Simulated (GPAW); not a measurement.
## Worked example: self-consistent single point of AlInCu₂S₄ (I-4, 8 atoms in the cell) in GPAW

Computed with LDA (Perdew-Wang 92), GPAW PAW datasets LDA (gpaw-data 1.0.1) (plane waves; GPAW 25.7.0).

Input as run:

```python
from ase import Atoms
from ase.units import GPa
from gpaw import GPAW

atoms = Atoms(['Al', 'In', 'Cu', 'Cu', 'S', 'S', 'S', 'S'],
              cell=[[-2.737205, 2.737205, 5.420690],
                    [2.737205, -2.737205, 5.420690],
                    [2.737205, 2.737205, -5.420690]],
              scaled_positions=[[0.750000, 0.250000, 0.500000],
                                [0.500000, 0.500000, 0.000000],
                                [0.250000, 0.750000, 0.500000],
                                [0.000000, 0.000000, 0.000000],
                                [0.098570, 0.109320, 0.474310],
                                [0.890680, 0.364990, 0.989250],
                                [0.635010, 0.624260, 0.525690],
                                [0.375740, 0.901430, 0.010750]],
              pbc=True)

calc = GPAW(mode={'name': 'pw', 'ecut': 800},
            xc='LDA',
            kpts=(5, 5, 5),
            occupations={'name': 'fermi-dirac', 'width': 0.05},
            nbands=-4,
            convergence={'bands': -2},
            symmetry={'symmorphic': False, 'tolerance': 0.0005},
            maxiter=100,
            txt='-')

atoms.calc = calc

energy = atoms.get_potential_energy()
print('Energy (eV):', round(energy, 6))
forces = atoms.get_forces()
print('Forces (eV/Ang):')
print(forces.round(5))
stress = atoms.get_stress()
print('Stress (GPa, Voigt):', (stress / GPa).round(4))
```

The program printed (abridged):

```
Input parameters:
  convergence: {bands: -2}
  kpts: [5 5 5]
  maxiter: 100
  mode: {ecut: 800,
         name: pw}
  nbands: -4
  occupations: {name: fermi-dirac,
                width: 0.05}
  symmetry: {symmorphic: False,
             tolerance: 0.0005}

species:
  Al:
    name: Aluminium
    Z: 13.0
    valence: 3
    core: 10
    charge: 0.0
    file: Al.LDA.gz

    # Using partial waves for Al as LCAO basis

  In:
    name: Indium
    Z: 49.0
    valence: 13
    core: 36
    charge: 0.0
    file: In.LDA.gz

    # Using partial waves for In as LCAO basis

  Cu:
    name: Copper
    Z: 29.0
    valence: 11
    core: 18
    charge: 0.0
    file: Cu.LDA.gz

    # Using partial waves for Cu as LCAO basis

  S:
    name: Sulfur
    Z: 16.0
    valence: 6
    core: 10
    charge: 0.0
    file: S.LDA.gz

    # Using partial waves for S as LCAO basis

Reference energy: -299613.241598  # eV

Spin-paired calculation

Convergence criteria:
 Maximum [total energy] change in last 3 cyles: 0.0005 eV / valence electron
 Maximum integral of absolute [dens]ity change: 0.0001 electrons / valence electron
 Maximum integral of absolute [eigenst]ate change: 4e-08 eV^2 / valence electron
 Maximum number of scf [iter]ations: 100

Symmetries present (total): 4
Symmetries with fractional translations: 0
125 k-points: 5 x 5 x 5 Monkhorst-Pack grid
21 k-points in the irreducible part of the Brillouin zone
       k-points in crystal coordinates                weights
   0:     0.00000000    0.00000000    0.00000000          1/125
   1:     0.20000000   -0.20000000    0.00000000          4/125
   2:     0.20000000   -0.20000000    0.20000000          4/125
   [... 7 lines left out ...]
          ...
  20:     0.40000000    0.40000000    0.40000000          8/125

Wave functions: Plane wave expansion
  Cutoff energy: 800.000 eV
  Number of coefficients (min, max): 8313, 8401
  Pulay-stress correction: 0.000000 eV/Ang^3 (de/decut=0.000000)

Occupation numbers: Fermi-Dirac:
  width: 0.0500  # eV

Eigensolver

Densities:
  Coarse grid: 45*45*45 grid
  Fine grid: 90*90*90 grid
  Total Charge: 0.000000

Density mixing:
  Method: separate
  Backend: pulay
  Linear mixing parameter: 0.05
  old densities: 5
  Damping of long wavelength oscillations: 50

Hamiltonian:
  XC and Coulomb potentials evaluated on a 90*90*90 grid
  External potential:
    NoExternalPotential

Number of atoms: 8
Number of atomic orbitals: 47
Number of bands in calculation: 35
Number of valence electrons: 62
Bands to converge: 33

Density initialized from atomic densities
  35 bands from LCAO basis set

Atomic positions and initial magnetic moments

Positions:
   0 Al    -0.000000    2.737205    2.710345    ( 0.0000,  0.0000,  0.0000)
   1 In     0.000000    0.000000    5.420690    ( 0.0000,  0.0000,  0.0000)
   2 Cu     2.737205    0.000000    2.710345    ( 0.0000,  0.0000,  0.0000)
   3 Cu     0.000000    0.000000    0.000000    ( 0.0000,  0.0000,  0.0000)
   4 S      1.327709    1.268859   -1.444180    ( 0.0000,  0.0000,  0.0000)
   5 S      1.268859    4.146701    1.444180    ( 0.0000,  0.0000,  0.0000)
   6 S      1.409496    1.468346    3.976510    ( 0.0000,  0.0000,  0.0000)
   7 S      1.468346   -1.409496    6.864870    ( 0.0000,  0.0000,  0.0000)

Unit cell:
           periodic     x           y           z      points  spacing
  1. axis:    yes   -2.737205    2.737205    5.420690    45     0.1086
  2. axis:    yes    2.737205   -2.737205    5.420690    45     0.1086
  3. axis:    yes    2.737205    2.737205   -5.420690    45     0.0860

  Lengths:   6.660966   6.660966   6.660966
  Angles:  131.473189 131.473189  71.062351

Effective grid spacing dv^(1/3) = 0.1213

     iter     time        total  log10-change:
                         energy   eigst   dens
iter:   1 --:--:--   -42.539356   +0.76
iter:   2 --:--:--   -42.509614   -0.27  -1.20
iter:   3 --:--:--   -41.589571   -0.95  -1.21
iter:   4 --:--:--   -41.191613   -0.80  -1.29
iter:   5 --:--:--   -41.060121   -1.14  -1.44
iter:   6 --:--:--   -41.676220   -0.78  -1.81
iter:   7 --:--:--   -41.294810   -1.92  -1.77
iter:   8 --:--:--   -41.022602   -1.47  -1.81
iter:   9 --:--:--   -40.991013   -1.69  -2.06
iter:  10 --:--:--   -40.993212   -2.37  -2.57
iter:  11 --:--:--   -40.993848c  -2.95  -2.60
iter:  12 --:--:--   -41.004493c  -2.67  -2.63
iter:  13 --:--:--   -40.992670c  -2.47  -2.75
iter:  14 --:--:--   -40.994300c  -3.00  -3.08
iter:  15 --:--:--   -40.994235c  -3.67  -3.10
iter:  16 --:--:--   -40.992359c  -3.49  -3.10
iter:  17 --:--:--   -40.992339c  -3.92  -3.25
iter:  18 --:--:--   -40.992318c  -4.14  -3.45
iter:  19 --:--:--   -40.992306c  -4.56  -3.65
iter:  20 --:--:--   -40.992304c  -4.70  -3.72
iter:  21 --:--:--   -40.992301c  -5.14  -3.78
iter:  22 --:--:--   -40.992313c  -4.75  -3.82
iter:  23 --:--:--   -40.992310c  -5.28  -4.01c
iter:  24 --:--:--   -40.992292c  -4.96  -4.05c
iter:  25 --:--:--   -40.992288c  -5.67  -4.32c
iter:  26 --:--:--   -40.992293c  -5.45  -4.50c
iter:  27 --:--:--   -40.992287c  -6.00  -4.42c
iter:  28 --:--:--   -40.992286c  -6.25  -4.83c
iter:  29 --:--:--   -40.992286c  -6.53  -5.07c
iter:  30 --:--:--   -40.992286c  -6.81  -5.07c
iter:  31 --:--:--   -40.992287c  -6.82  -5.22c
iter:  32 --:--:--   -40.992286c  -6.90  -5.13c
iter:  33 --:--:--   -40.992286c  -7.26  -5.36c
iter:  34 --:--:--   -40.992287c  -7.51c -5.37c

Converged after 34 iterations.

Dipole moment: (0.194589, -0.194589, -0.000000) |e|*Ang

Energy contributions relative to reference atoms: (reference = -299613.241598)

Kinetic:        +20.104815
Potential:      -23.191089
External:        +0.000000
XC:             -38.469675
Entropy (-ST):   -0.000064
Local:           +0.563695
SIC:             +0.000000
--------------------------
Free energy:    -40.992318
Extrapolated:   -40.992287

Showing only first 2 kpts
 Kpt  Band  Eigenvalues  Occupancy
  0    29      4.74558    1.99930
  0    30      4.79024    1.99830
  0    31      5.40858    0.00996
  0    32      6.99947    0.00000

  1    29      4.53271    1.99999
  1    30      4.67650    1.99983
  1    31      6.47583    0.00000
  1    32      7.47849    0.00000

Fermi level: 5.14370

Gap: 0.618 eV
Transition (v -> c):
  (s=0, k=0, n=30, [0.00, 0.00, 0.00]) -> (s=0, k=0, n=31, [0.00, 0.00, 0.00])
No difference between direct/indirect transitions
Energy (eV): -40.992287

Forces in eV/Ang:
  0 Al    0.00000    0.00000    0.00000
  1 In    0.00000    0.00000    0.00000
  2 Cu    0.00000    0.00000    0.00000
  3 Cu    0.00000    0.00000    0.00000
  4 S    -0.28599    0.11613    0.16577
  5 S     0.11613    0.28599   -0.16577
  6 S     0.28599   -0.11613    0.16577
  7 S    -0.11613   -0.28599   -0.16577

Stress tensor:
     0.034828     0.000000     0.000000
     0.000000     0.034828     0.000000
     0.000000     0.000000     0.033359
Stress (GPa, Voigt): [5.58   5.58   5.3447 0.     0.     0.    ]
```

The run converged in 34 iterations. GPAW prints stress with tension positive.

The starting cell comes from a database of computed structures (which also holds hypothetical and non-ambient phases and stackings), without a prior relaxation at this level. With a pressure of about -6 GPa the cell is away from its equilibrium volume at this level.

Cost on one core of a shared machine: roughly 9 min.
